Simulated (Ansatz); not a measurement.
A computed series for GaSb: pressure series

Start from GaSb in the zinc blende structure (space group F-43m, No. 216).

```yaml
crystal:
  lattice:
    - [0.00000, 3.10704, 3.10704]
    - [3.10704, 0.00000, 3.10704]
    - [3.10704, 3.10704, 0.00000]
  atoms:
    - { symbol: Sb, position: [0.75000, 0.75000, 0.75000] }
    - { symbol: Ga, position: [0.00000, 0.00000, 0.00000] }
```

Cell and atoms are relaxed at each pressure.

Calculations: Ansatz (a program for electronic structure), PBE, PAW, cutoff 420 eV, no spin-orbit coupling, earlier PAW set.

Notes on the quantities. enthalpy: H = E + PV relative to the base's energy.

```json
[
 {"variant": "base", "density": "5.30 g/cm³", "shortest interatomic distance": "2.691 Å", "enthalpy": "–"},
 {"variant": "pressure −2 GPa", "density": "5.04 g/cm³", "shortest interatomic distance": "2.737 Å", "enthalpy": "-0.38 eV/atom"},
 {"variant": "pressure −1 GPa", "density": "5.17 g/cm³", "shortest interatomic distance": "2.712 Å", "enthalpy": "-0.19 eV/atom"},
 {"variant": "pressure 1.8 GPa", "density": "5.50 g/cm³", "shortest interatomic distance": "2.658 Å", "enthalpy": "+0.33 eV/atom"},
 {"variant": "pressure 4.2 GPa", "density": "___", "shortest interatomic distance": "___", "enthalpy": "+0.75 eV/atom"},
 {"variant": "pressure 9 GPa", "density": "6.11 g/cm³", "shortest interatomic distance": "2.566 Å", "enthalpy": "+1.56 eV/atom"},
 {"variant": "pressure 18 GPa", "density": "6.68 g/cm³", "shortest interatomic distance": "___", "enthalpy": "+2.95 eV/atom"},
 {"variant": "pressure 30 GPa", "density": "7.28 g/cm³", "shortest interatomic distance": "2.421 Å", "enthalpy": "+4.66 eV/atom"},
 {"variant": "pressure 45 GPa", "density": "7.88 g/cm³", "shortest interatomic distance": "2.358 Å", "enthalpy": "+6.62 eV/atom"},
 {"variant": "pressure 60 GPa", "density": "8.39 g/cm³", "shortest interatomic distance": "2.309 Å", "enthalpy": "+8.45 eV/atom"}
]
```

Problem. Some entries are withheld; estimate them.

Solution. 
- pressure 4.2 GPa, density: 5.73 g/cm³
- pressure 4.2 GPa, shortest interatomic distance: 2.622 Å
- pressure 18 GPa, shortest interatomic distance: 2.491 Å

Load acts through the strain it causes; cell and atoms are relaxed under it. No phonon test of stability was made. Tetrahedral semiconductors of this kind turn to denser phases somewhere between about 1 and 50 GPa; those were not computed, so compressed cells here can lie past the real transition. All final runs are without spin polarisation.
